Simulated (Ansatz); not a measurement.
Abridged Ansatz (a program for electronic structure) output:

```
Relaxation: its limit of steps is 60 (relax.max_steps)
Pseudopotential: Sr, paw, valence charge 10
Pseudopotential: Ti, paw, valence charge 12
Pseudopotential: O, paw, valence charge 6
Crystal: 5 atoms, lattice volume = 59.418 Å³
Basis set: ecut = 500 eV, 1503 PW (Γ), exchange–correlation on 120×120×120 points (64 copies of the dense FFT grid, shifted against one another)
Bands: 25, of which v1, the nominal top of the filled ones, is band 20 counted from 1 (19 counted from 0)
Symmetry: 48 space group operations
k-points: 35 of 729
Functional: x = r2scan, c = r2scan; τ floored in thin density (d = 2e-4 eV/Å³)
SCF iter   1: F=—  HF=-7774.616138 eV  |F-HF|=—  |Δ(HF+E_count)|=         —  Δρ=2.01e-2  dr2=2.89e-1  dr2_τ=2.53e-1  ethr=1.77e-3  ⟨swp⟩=7.0  Hψ=4584  notcnv=0
SCF iter   2: F=—  HF=-7774.725116 eV  |F-HF|=—  |Δ(HF+E_count)|=   1.09e-1  Δρ=8.89e-3  dr2=2.06e-2  dr2_τ=1.34e-2  ethr=7.22e-4  ⟨swp⟩=3.0  Hψ=2004  notcnv=0  defer=33
SCF 1 converged in 7 iterations: F = -7774.723126 eV  dr2 = 7.14e-8
relax step   1: F+E_penalty+E_count = -7774.72312623 eV  Δ(F+E_penalty+E_count) = +0.000e0 eV  max|allowed force component| = 1.649e-29 eV/Å  Δτ_max = 0.0000 Å  P = +0.700 GPa  Ω = 59.418 Å³  (7 SCF iters, dr2 threshold 1.00e-7 eV, accepted)
[... steps on the carried basis left out ...]
relax step   4: F+E_penalty+E_count = -7774.72144149 eV  Δ(F+E_penalty+E_count) = +1.204e-4 eV  max|allowed force component| = 3.092e-29 eV/Å  Δτ_max = 0.0000 Å  P = +1.501 GPa  Ω = 59.174 Å³  stress off target by 1.09e-3 GPa  SCF on the basis re-selected at this cell (its energy is not comparable with the rows above)  (6 SCF iters)
SCF converged after 6 iterations
Free energy (F): -7774.721441 eV
Internal energy: -7774.721441 eV  (E = F + TS)
E sigma→0 (E₀):  -7774.721441 eV
Fermi energy:    10.904254 eV
--- Forces (eV/Å), atoms counted from 1 ---
  atom   1  Sr     0.00000000    -0.00000000     0.00000000
  atom   2  Ti     0.00000000    -0.00000000     0.00000000
  atom   3  O     -0.00000000     0.00000000     0.00000000
  atom   4  O      0.00000000    -0.00000000    -0.00000000
  atom   5  O     -0.00000000    -0.00000000     0.00000000
--- Stress (GPa, compression-positive) ---
        1.501090       0.000000      -0.000000
        0.000000       1.501090       0.000000
       -0.000000       0.000000       1.501090
  P = ⅓ Tr σ = 1.5011 GPa (15.011 kbar)
--- Relaxed structure (3 steps of the walk, 3 accepted, 1 SCFs on fresh bases) ---
  cell:  # Å, volume = 59.1735 Å³
    - [3.8968092694498155, 4.33334237487128e-34, -6.419766481290786e-35]
    - [4.65433069893582e-34, 3.8968092694498155, 0.0]
    - [-6.419766481290786e-35, 0.0, 3.8968092694498155]
  atoms:
    - { symbol: Sr, position: [3.161825925892494e-36, 3.277502484130469e-37, 1.9922073923143674e-37] }
    - { symbol: Ti, position: [0.49999999999999994, 0.49999999999999994, 0.49999999999999994] }
    - { symbol: O, position: [-9.51118367938819e-37, 0.49999999999999994, 0.49999999999999994] }
    - { symbol: O, position: [0.49999999999999994, 0.49999999999999994, -2.570590183331212e-38] }
    - { symbol: O, position: [0.49999999999999994, 1.3495598464331735e-37, 0.49999999999999994] }
```

Question: What was computed, and what are the main results?

Answer: SrTiO3, 5 atoms in the cell, with r2SCAN (Ansatz), no spin-orbit coupling, from a series relaxed to a target (pressure 1.5 GPa). The last SCF converged to F = -7774.721441 eV, or -1554.9443 eV per atom, at a pressure of 1.50 GPa. The total energy compares only with runs of the same code, potentials and settings.

Load acts through the strain it causes; cell and atoms are relaxed under it. Whether these cells are dynamically stable was not tested. The final runs are not spin-polarised. The cell was made from SrTiO$_{3}$ in the cubic perovskite structure (space group Pm-3m, No. 221) by this change: pressure 1.5 GPa. Many cubic perovskites are stable only at high temperature; tilts and polar distortions were not tested.

Keys are those of Ansatz 0.2.
